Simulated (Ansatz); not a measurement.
Take BeS in the zinc blende structure (space group F-43m, No. 216) as the base.

```
BeS
1.0
    0.00000     2.43428     2.43428
    2.43428     0.00000     2.43428
    2.43428     2.43428     0.00000
S Be
1 1
Direct
  0.75000   0.75000   0.75000
  0.00000   0.00000   0.00000
```

Calculations: Ansatz (a quantum-chemistry and plane-wave program), r2SCAN, PAW, cutoff 500 eV, no SOC.

Carriers are added at fixed cell with a uniform background; the Fermi–Dirac width is that of 300 K.

One change was made to it. Results:

```csv
quantity,base,after
Fermi level relative to the doped band's edge (positive inside the band; to 0.05 eV),–,+0.20 eV
gap character,"indirect, Γ → X","indirect, Γ → X"
gap between the host's bands,3.59 eV,3.64 eV
```

Task: Name the change that was made.
(A) electrons 2.0×10^22 cm⁻³
(B) electrons 1.5×10^21 cm⁻³
(C) holes 1.5×10^21 cm⁻³

Result: C, holes 1.5×10^21 cm⁻³. For comparison, the Fermi level from band edge in the other runs: electrons 2.0×10^22 cm⁻³ gives +2.05 eV; electrons 1.5×10^21 cm⁻³ gives +0.50 eV.

Carriers are added with a uniform compensating background; total energy and stress of such cells depend on the potential's zero and are not compared; many-body gap narrowing is missing at this level. No phonon test of stability was made.
